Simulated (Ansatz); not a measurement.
Worked example: self-consistent single point of a (001) slab of LuBRh3 (cut from a parent of space group no. 221; 10 atoms in the cell) in Ansatz (an electronic-structure program).

Computed with PBEsol, default PAW files made with PBE (plane waves; Ansatz).

```xyz
10
Lattice="4.1582 0.0000 0.0000 0.0000 4.1582 0.0000 0.0000 0.0000 20.2374" Properties=species:S:1:pos:R:3 pbc="T T T"
Lu     0.0000     0.0000     9.0791
B      2.0791     2.0791     7.0000
Rh     0.0000     2.0791     7.0000
Rh     2.0791     0.0000     7.0000
Rh     2.0791     2.0791     9.0791
Lu     0.0000     0.0000    13.2374
B      2.0791     2.0791    11.1582
Rh     0.0000     2.0791    11.1582
Rh     2.0791     0.0000    11.1582
Rh     2.0791     2.0791    13.2374
```

Reference input (self-consistent single point, DFT, PBEsol, plane waves, default PAW files made with PBE): basis.ecutwfc = 420 eV; kpoints.mp_grid.grid = 7 7 1; hamiltonian.xc = pbesol; hamiltonian.pseudopotentials = {kind: paw} (the program's default PAW files); scf.occupations.method = gaussian; scf.occupations.width = 0.1 eV. This run's input differs from it in these lines:

Ansatz 0.2 input:
```diff
@@ -18,3 +18,3 @@
 basis:
-  ecutwfc: 420.0 eV
+  ecutwfc: 505.0 eV
 kpoints:
```

Log, with long lists cut:

```
SCF iter   1: F=—  HF=-67563.363491 eV  |F-HF|=—  |Δ(HF+E_count)|=         —  Δρ=6.84e-3  dr2=7.82e-1  ethr=1.77e-3  ⟨swp⟩=6.7  Hψ=4302  notcnv=0  defer=15
all-band conjugate gradients solve this SCF's bands
preconditioner: auto → LDOS
SCF iter   2: F=—  HF=-67563.406150 eV  |F-HF|=—  |Δ(HF+E_count)|=   4.27e-2  Δρ=9.28e-3  dr2=4.95e-1  ethr=4.95e-4  ⟨swp⟩=2.9  Hψ=1932  notcnv=0  defer=102
   [... lines left out ...]
SCF iter   9: F=—  HF=-67563.328087 eV  |F-HF|=—  |Δ(HF+E_count)|=   3.40e-4  Δρ=6.06e-5  dr2=3.02e-5  ethr=5.01e-8  ⟨swp⟩=2.0  Hψ=1301  notcnv=0  defer=74
SCF iter  10: F=—  HF=-67563.328094 eV  |F-HF|=—  |Δ(HF+E_count)|=   7.06e-6  Δρ=1.99e-5  dr2=2.51e-6  ethr=1.91e-8  ⟨swp⟩=2.0  Hψ=1343  notcnv=0  defer=74
SCF iter  11: F=—  HF=-67563.328096 eV  |F-HF|=—  |Δ(HF+E_count)|=   2.09e-6  Δρ=1.06e-5  dr2=4.83e-7  ethr=1.59e-9  ⟨swp⟩=2.3  Hψ=1630  notcnv=0  defer=74
SCF iter  12: F=-67563.328097 eV  HF=-67563.328097 eV  |F-HF|=1.46e-7  |Δ(HF+E_count)|=   8.43e-7  Δρ=3.80e-6  dr2=5.15e-8  ethr=6.33e-11  ⟨swp⟩=13.2  Hψ=6742  notcnv=0
SCF 1 converged in 12 iterations: F = -67563.328097 eV  dr2 = 5.15e-8
Free energy (F): -67563.328097 eV
Internal energy: -67563.282392 eV  (E = F + TS)
E sigma→0 (E₀):  -67563.305244 eV
Entropy (-TS):   -0.045704 eV (-4.570 meV/atom)
Fermi energy:    5.024382 eV
--- Forces (eV/Å), atoms counted from 1 ---
  atom   1  Lu     0.00000000     0.00000000    -0.63666255
  atom   2  B      0.00000000     0.00000000    -0.68447827
  atom   3  Rh    -0.00000000     0.00000000     1.08536649
  atom   4  Rh     0.00000000     0.00000000     1.08536649
  atom   5  Rh     0.00000000     0.00000000    -0.38460983
  atom   6  Lu    -0.00000000     0.00000000    -0.71555661
  atom   7  B     -0.00000000     0.00000000     0.91528285
  atom   8  Rh     0.00000000     0.00000000     0.30153048
  atom   9  Rh     0.00000000     0.00000000     0.30153048
  atom  10  Rh    -0.00000000     0.00000000    -1.26773727
--- Stress (GPa, compression-positive) ---
       -4.504417       0.000000       0.000000
        0.000000      -4.504417       0.000000
        0.000000       0.000000      -3.752363
  P = ⅓ Tr σ = -4.2537 GPa (-42.537 kbar)
  The stress holds the Pulay correction. Without it, at fixed plane waves, as pw.x and ABINIT print it: P = -4.2655 GPa
```

The run converged in 12 iterations. Against the reference run the free energy goes down by 1.7 meV/atom and the largest force moves little (1.266 to 1.268 eV/Å).

The starting cell comes from a database of computed structures (which also holds hypothetical and non-ambient phases and stackings), without a prior relaxation at this level. The slab is cut from that crystal, and its faces are unrelaxed. Its lattice was rescaled by up to half a per cent. Spin-orbit coupling is off. Spin polarisation is off. The two faces of this cut differ, and no dipole correction was used. Forces in this geometry exceed 1 eV/Å.

Cost on one core of a shared machine: roughly 70 s.
